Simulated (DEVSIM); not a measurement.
Device: illuminated Si p-on-n cell, one wavelength, at 300 K.

Layer 1 from the left is Si, thickness (μm) 0.190, Na (cm⁻³) 6.1e17, τn (s) 7.8e-6, τp (s) 1.6e-5, absorption coefficient (cm⁻¹) 160. Layer 2 from the left is Si, thickness (μm) 59.0, Nd (cm⁻³) 1.2e15, τn (s) 0.00021, τp (s) 0.00021, absorption coefficient (cm⁻¹) 160.

Left contact: ohmic, minority electron recombination velocity 500 cm/s. Right contact: ohmic, minority hole recombination velocity 2000 cm/s. Voltage is applied to the left contact. Recombination: SRH at mid-gap, radiative, Auger. Light enters at the left, 8.5e16 photons cm⁻² s⁻¹, one pass, no reflection. Mobility is constant in doping.

This is a model device: material constants are rounded textbook-type values typed into the input, and sizes, dopings and lifetimes were drawn at random. Values at 300 K.

Si: gap (eV) 1.124, affinity (eV) 4.05, permittivity 11.7, Nc (cm⁻³) 2.86e19, Nv (cm⁻³) 3.1e19, μn (cm²/Vs) 1417, μp (cm²/Vs) 470, B (cm³/s) 4.7e-15, Cn (cm⁶/s) 2.8e-31, Cp (cm⁶/s) 9.9e-32.

Model (solved in DEVSIM): 1D drift-diffusion, Boltzmann statistics, complete ionisation; no tunnelling, impact ionisation, image-force lowering or self-heating.

Dark forward current:

| |V| (V) | |J| (A/cm²) |
|---|---|
| 0.05 | 1.597e-10 |
| 0.10 | 9.861e-10 |
| 0.15 | 6.012e-9 |
| 0.20 | 3.889e-8 |
| 0.25 | 2.609e-7 |
| 0.30 | 1.781e-6 |
| 0.35 | 1.225e-5 |
| 0.40 | 8.451e-5 |
| 0.45 | 0.0005831 |
| 0.50 | 0.004003 |
| 0.55 | 0.02658 |
| 0.60 | 0.1561 |
| 0.65 | 0.7442 |
| 0.70 | 2.905 |
| 0.75 | 9.791 |
| 0.80 | 30.04 |
| 0.85 | 87.22 |
| 0.90 | 245.1 |
| 0.95 | 657.7 |
| 1.00 | 1546 |
| 1.05 | 2991 |

### Question
Work out the local ideality factor n = ΔV / (kT/q · ln(J2/J1)) between the rows 0.15 and 0.20 V, 0.40 and 0.45 V, 1.00 and 1.05 V.

### Answer
kT/q = 25.85 mV. From 0.15 to 0.20 V: ln(3.889e-8/6.012e-9) = 1.867, n = 1.04, near the 1 of diffusion or emission over a barrier. From 0.40 to 0.45 V: ln(0.0005831/8.451e-5) = 1.931, n = 1.00, near the 1 of diffusion or emission over a barrier. From 1.00 to 1.05 V: ln(2991/1546) = 0.660, n = 2.93.

### Question
What current could the absorbed light give at most, and what share is collected?

### Answer
Σ αd = 0.947, so qΦ(1 − exp(−Σ αd)) = 8.34 mA/cm². The simulated short-circuit current is 6.643 mA/cm², a share of 0.80.

### Question
Estimate the open-circuit voltage by superposition: the voltage at which the dark current equals that short-circuit current.

### Answer
Interpolating ln J in the table gives 0.513 V. The simulation gives 0.513 V, the same within the digits that matter. Superposition holds where collection doesn't change with voltage.

### Question
Estimate the fill factor from FF0 = (v − ln(v + 0.72))/(v + 1), v = qVoc/(nkT), with n from the dark curve.

### Answer
The rows about Voc, 0.50 and 0.55 V, give n = 1.02, so v = 19.4 and FF0 = 0.804. The simulation gives 0.804, the same within the digits that matter.
